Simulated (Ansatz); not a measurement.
C11b MoSi2, treated with BLYP (plane waves, PAW; Ansatz, an electronic-structure program).

Numerical settings: plane-wave cutoff 520 eV, 24×24×24 k mesh, Fermi–Dirac smearing 0.05 eV, no spin polarisation, scalar-relativistic PAW data made under PBE.

The cell is scaled about its equilibrium volume:

Shape and atoms are relaxed at each volume.

```json
[
 {"V (Å³/atom)": "13.680", "P (GPa)": "7.58", "c (Å)": "7.867", "a (Å)": "3.230"},
 {"V (Å³/atom)": "13.965", "P (GPa)": "3.58", "c (Å)": "7.915", "a (Å)": "3.254"},
 {"V (Å³/atom)": "14.250", "P (GPa)": "0.00", "c (Å)": "7.962", "a (Å)": "3.277"},
 {"V (Å³/atom)": "14.535", "P (GPa)": "-3.19", "c (Å)": "8.008", "a (Å)": "3.300"},
 {"V (Å³/atom)": "14.820", "P (GPa)": "-6.03", "c (Å)": "8.055", "a (Å)": "3.323"}
]
```

Note: the bulk modulus comes from volumes at which shape and atoms were relaxed.
